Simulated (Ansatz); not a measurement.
Start from BP in the zinc blende structure (space group F-43m, No. 216; a = 4.537 Å). Axes: x, y, z lie along the cube axes.

Method: Ansatz (an electronic-structure program) r2SCAN, spin-orbit coupling left out.

The change: the cell is compressed by 1.50 % along z with no lateral relaxation; the atoms relax in the strained cell.

Problem. Predict the stress tensor and what it implies for the stiffness.

Solution. Stress of the strained cell less that of the base (GPa, compression positive):
```
   1.19    0.00    0.00
   0.00    1.19    0.00
   0.00    0.00    5.51
```

Then −Δσ_ii/ε with ε = -0.0150 gives secant stiffness values (nonlinear terms included at this strain): C33 ≈ 367 GPa, C13 ≈ 79 GPa and C23 ≈ 79 GPa.

Stability against distortions was not tested.
